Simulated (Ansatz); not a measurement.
A calculation on B20 (FeSi-type) MnSi returned lattice constant a 4.587 Å, bulk modulus 171 GPa, cohesive energy 3.64 eV/atom, magnetic moment 1.00 μB.

For reference: lattice constant a 4.560 Å (measured, temperature not stated, no zero-point or thermal correction; as tabulated in Wikipedia's data pages); bulk modulus 167 GPa (measured, room temperature, no zero-point or thermal correction; as tabulated in Study of the compressibility of FeSi, MnSi, and CoS2 (JETP Letters), abstract).

Q: Which level of theory produced these numbers?
A) rVV10 (Ansatz (a first-principles code))
B) r²SCAN (Ansatz)
C) BLYP (Ansatz)
D) PBEsol-D3(BJ) (Ansatz)

A: C, BLYP (Ansatz)

The others give: rVV10 4.528 Å, 201 GPa, 4.77 eV/atom, 0.96 μB; r²SCAN 4.557 Å, 185 GPa, 4.28 eV/atom, 2.19 μB; PBEsol-D3(BJ) 4.430 Å, 234 GPa, 5.73 eV/atom, 0.83 μB.

Unless a cell is named, each level is at its own relaxed cell (BLYP 12.06, PBEsol-D3(BJ) 10.87, r²SCAN 11.83, rVV10 11.60 Å³/atom).

Spin-polarised runs: rVV10 (parallel moments), r²SCAN (parallel moments), PBEsol-D3(BJ) (parallel moments), BLYP (parallel moments).

Ansatz's density-functional and Hartree–Fock values are scalar-relativistic unless marked +SOC, with PAW data made under PBE.
